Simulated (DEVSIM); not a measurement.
Device: abrupt In0.53Ga0.47As p-n junction, at 350 K.

```
layer (left to right)        material  thickness (μm)  Nd (cm⁻³)  Na (cm⁻³)  τn (s)  τp (s)
---------------------  --------------  --------------  ---------  ---------  ------  ------
1                      In0.53Ga0.47As           0.430          -     3.4e17  4.4e-8  4.4e-8
2                      In0.53Ga0.47As            51.0     7.7e14          -  4.4e-8  4.4e-8
```

Left contact: ohmic. Right contact: ohmic. Voltage is applied to the left contact. Recombination: SRH at mid-gap, Auger. Mobility is constant in doping.

The device is made up for the run: typed textbook-type constants, with dimensions and the other settings drawn at random. Values at 300 K; Nc and Nv go as T^1.5, mobilities as T to minus their exponent, the gap by Varshni's rule with the affinity fixed.

| parameter | In0.53Ga0.47As |
|---|---|
| gap (eV) | 0.74 |
| affinity (eV) | 4.51 |
| permittivity | 13.9 |
| Nc (cm⁻³) | 2.1e17 |
| Nv (cm⁻³) | 7.7e18 |
| μn (cm²/Vs) | 12000 |
| μp (cm²/Vs) | 300 |
| T exponent of μn | 1.6 |
| T exponent of μp | 1.6 |
| Cn (cm⁶/s) | 5e-29 |
| Cp (cm⁶/s) | 5e-29 |
| Varshni α (eV/K) | 0.00035 |
| Varshni β (K) | 190 |

Model (solved in DEVSIM): 1D drift-diffusion, Boltzmann statistics, complete ionisation; no tunnelling, impact ionisation, image-force lowering or self-heating.

Tabulate band edges, carrier densities and field at zero bias.

Energies count from the Fermi level of the right contact; mesh points crowd at the junctions.

| x (μm) | Ec (eV) | Ev (eV) | n (cm⁻³) | p (cm⁻³) | field (V/cm) |
|---|---|---|---|---|---|
| 0.000 | 0.624 | -0.101 | 2.8e8 | 3.4e17 | ≈ 0 |
| 0.02882 | 0.624 | -0.101 | 2.8e8 | 3.4e17 | ≈ 0 |
| 0.08820 | 0.624 | -0.101 | 2.8e8 | 3.4e17 | ≈ 0 |
| 0.2150 | 0.624 | -0.101 | 2.8e8 | 3.4e17 | ≈ 0 |
| 0.3626 | 0.624 | -0.101 | 2.8e8 | 3.4e17 | -14 |
| 0.4129 | 0.619 | -0.106 | 3.2e8 | 2.9e17 | -5500 |
| 0.4367 | 0.574 | -0.151 | 1.5e9 | 6.4e16 | -24000 |
| 0.4983 | 0.489 | -0.236 | 2.4e10 | 3.9e15 | -9400 |
| 0.6146 | 0.402 | -0.323 | 4.3e11 | 2.2e14 | -6400 |
| 0.8776 | 0.271 | -0.454 | 3.3e13 | 2.9e12 | -3700 |
| 1.472 | 0.181 | -0.544 | 6.5e14 | 1.4e11 | -280 |
| 3.613 | 0.176 | -0.549 | 7.7e14 | 1.2e11 | ≈ 0 |
| 7.655 | 0.176 | -0.549 | 7.7e14 | 1.2e11 | ≈ 0 |
| 16.79 | 0.176 | -0.549 | 7.7e14 | 1.2e11 | ≈ 0 |
| 38.16 | 0.176 | -0.549 | 7.7e14 | 1.2e11 | ≈ 0 |
| 45.81 | 0.176 | -0.549 | 7.7e14 | 1.2e11 | ≈ 0 |
| 48.96 | 0.176 | -0.549 | 7.7e14 | 1.2e11 | ≈ 0 |
| 50.35 | 0.176 | -0.549 | 7.7e14 | 1.2e11 | ≈ 0 |
| 51.09 | 0.176 | -0.549 | 7.7e14 | 1.2e11 | ≈ 0 |
| 51.29 | 0.176 | -0.549 | 7.7e14 | 1.2e11 | ≈ 0 |
| 51.38 | 0.176 | -0.549 | 7.7e14 | 1.2e11 | ≈ 0 |
| 51.43 | 0.176 | -0.549 | 7.7e14 | 1.2e11 | ≈ 0 |
